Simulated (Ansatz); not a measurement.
Effect of pressure 1.5 GPa on hypothetical diamond Ta

Take Ta in the diamond structure (space group Fd-3m, No. 227; a = 6.0035 Å; a hypothetical phase, not in the database extracts checked) as the base.

The change: cell and atoms relaxed at a pressure of 1.5 GPa.

The values are results of Ansatz (a program for electronic structure), PBEsol, PAW, cutoff 420 eV, scalar-relativistic without spin-orbit coupling, not measurements. Γ-centred 13×13×13 mesh, Fermi–Dirac width 0.05 eV.

```json
[
 {"quantity": "volume per atom", "base": "27.05 Å³", "changed": "26.53 Å³", "shift": "-0.515 Å³"},
 {"quantity": "density", "base": "11.11 g/cm³", "changed": "11.32 g/cm³", "shift": "+0.216 g/cm³"},
 {"quantity": "lattice parameter a", "base": "6.003 Å", "changed": "5.965 Å", "shift": "-0.038 Å"},
 {"quantity": "shortest interatomic distance", "base": "2.600 Å", "changed": "2.583 Å", "shift": "-0.017 Å"},
 {"quantity": "enthalpy H = E + PV relative to the base's energy", "base": "–", "changed": "+0.25 eV/atom", "shift": "–"},
 {"quantity": "band gap", "base": "zero", "changed": "zero", "shift": "–"}
]
```

Cost of the whole job for the changed cell (relaxation, final SCF and bands): around 21 core-seconds (rough).

Load acts through the strain it causes; cell and atoms are relaxed under it. Whether these cells are dynamically stable was not tested. All final runs are without spin polarisation. Ta has a high density of states at the Fermi level and may be magnetic at this level.
